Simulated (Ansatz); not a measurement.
For Ge (I4₁/amd, No. 141, 2 atoms in the cell; start mp-78; high-pressure phase), LDA (Ansatz, a first-principles code, plane waves, PAW) gives:

- lattice parameter a = 5.076 Å
- c axis length = 2.780 Å
- bulk modulus B0 = 83.1 GPa
- cohesive energy = 4.41 eV/atom

Task: What does r²SCAN in Ansatz (plane waves, PAW) give for the same quantities?

Result: 
- lattice constant a: 5.133 Å (rises by 1.1 %)
- lattice parameter c: 2.833 Å (grows by 1.9 %)
- bulk modulus: 76.9 GPa (decreases by 7.5 %)
- cohesive energy: 3.52 eV/atom (drops by 0.89 eV/atom)

Changes are worked out from the printed values.

Unless a cell is named, each level is at its own relaxed cell (LDA 17.91, r²SCAN 18.66 Å³/atom).

Caveats: the bulk modulus is −V dP/dV from two relaxed cells at ±2 % in volume (LDA, r²SCAN); the relaxation could not lower the start's symmetry, so the cell can be a saddle point above a distorted one (LDA, r²SCAN). Ansatz's density-functional and Hartree–Fock values are scalar-relativistic unless marked +SOC, with PAW data made under PBE.

A start named mp-… is a Materials Project structure, which need not be a measured phase.
